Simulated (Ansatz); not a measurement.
For MoGe (model structure, started from the CoSn type, P6/mmm, No. 191, 6 atoms in the cell), PBE (Ansatz, a quantum-chemistry and plane-wave program, plane waves, PAW) gives:

```
Property                   Result
------------------  -------------
lattice constant a        5.411 Å
c axis length             4.335 Å
formation enthalpy  0.051 eV/atom
```

Problem. What does PBE-D3(BJ) (Ansatz, PAW) give for the same quantities?

Solution. 
- lattice constant a: 5.368 Å (decreases by 0.8 %)
- lattice parameter c: 4.283 Å (falls by 1.2 %)
- formation enthalpy: 0.071 eV/atom (increases by 0.020 eV/atom)

Changes are worked out from the printed values.

Unless a cell is named, each level is at its own relaxed cell (PBE 18.32, PBE-D3(BJ) 17.81 Å³/atom).

Ansatz's density-functional and Hartree–Fock values are scalar-relativistic unless marked +SOC, with PAW data made under PBE.

A model structure was made by putting elements into a prototype or built by hand; it is no filed structure, need not be a known phase, and can be a saddle point held by its symmetry.
